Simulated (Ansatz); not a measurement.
Fluorite AuAl2, treated with LDA (PAW; Ansatz, a quantum-chemistry and plane-wave program).

Run with plane-wave cutoff 520 eV, 16×16×16 k mesh, Fermi–Dirac smearing 0.05 eV, scalar-relativistic PAW data made under PBE.

Pressure at four volumes; x = ln(V/17.608 Å³). One pressure is withheld.

```tsv
V (Å³/atom)	x	P (GPa)
16.552	-0.0618	?
16.904	-0.0408	5.45
17.608	0.0000	-0.01
18.665	0.0583	-6.15
```

Task: Pass a parabola P(x) through the three rows shown, estimate the bulk modulus and its pressure derivative near zero pressure, and predict the withheld pressure.

Result: Slopes between the rows: (-0.01 − (5.45))/(0.0000 − (-0.0408)) = -133.82 and (-6.15 − (-0.01))/(0.0583 − (0.0000)) = -105.32 GPa. Their difference over the span 0.0991 is c = 28.50/0.0991 = 287.6 GPa, so P(x) = 5.45 + (-133.82)(x − (-0.0408)) + 287.6 (x − (-0.0408))(x − (0.0000)). At the middle row B = −dP/dx = −[-133.82 + 287.6 × 0.0408] = 122.1 GPa, and B′ = dB/dP = 2c/B = 4.7. At x = -0.0618 the parabola gives 8.63 GPa; the run gives 8.67 GPa. The Birch–Murnaghan fit to the energies at all volumes has B0 = 121 GPa and B′ = 4.8.

Spin–orbit coupling is not included; it can shift volumes and moduli of such heavy elements.
